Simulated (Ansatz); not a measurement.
# TaRu in the CsCl type structure (space group Pm-3m, No. 221)

```xyz
2
Lattice="3.1396 0.0000 0.0000 0.0000 3.1396 0.0000 0.0000 0.0000 3.1396" Properties=species:S:1:pos:R:3 pbc="T T T"
Ta     1.5698     1.5698     1.5698
Ru     0.0000     0.0000     0.0000
```

Method: PBEsol in Ansatz (plane waves to 420 eV, PAW, scalar-relativistic without spin-orbit coupling). Settings: 15×15×15 k-points, 0.05 eV Fermi–Dirac smearing.

```yaml
volume_per_atom: 15.47 Å³
density: 15.13 g/cm³
band_gap: zero
total_energy: -7811.758 eV/atom (σ→0; compares only within this code and set-up)
```

Stability against distortions was not tested. All final runs are without spin polarisation. An odd electron count without spin: TaRu.

Ansatz is a program for electronic structure.
